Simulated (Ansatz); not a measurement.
Cost and result by functional for the adsorption energy of H2O on the 1x1 (111) surface of fcc Ag, one in a 2x2 cell, started at the site 'top Ag', in Ansatz (plane waves, PAW). Single points on the PBE structure, on one kind of machine; costs are rough ratios of the slab run's core time (references not counted) to the cheapest single point. r2SCAN's cost holds its higher cutoff (500 against 420 eV). Differences are taken against r2SCAN for comparison alone: no measured value is at hand, so the table doesn't rank accuracy.

Slab: 19 atoms, 7.1 Å thick at the start under the adsorbate (thin: gaps and levels are the slab's own); k 6x6x1, smearing 0.1 eV, dipole-corrected; 8 atoms held, the rest relaxed; no symmetry held; no spin, no spin-orbit, no U, no dispersion correction. At the end no host atom lies within bonding distance. In PBE it is, or lies within 0.03 eV of, the lowest of the starts that converged. These notes are the PBE run's. Adsorption energies are against H2O(g). A negative adsorption energy means that the adsorbate is more stable on the surface than in its reference.

| functional | relative cost | adsorption energy (eV) | less r2SCAN (eV) |
|---|---|---|---|
| RPBE | 1 | 0.00 | 0.23 |
| r2SCAN | 2 | -0.23 | 0.00 |
| PBE (the relaxed run's value) | – | -0.13 | 0.10 |

The values span 0.23 eV, while the single points' costs differ by a factor of roughly 2. Differences are of unrounded values.

Ansatz is a first-principles code.
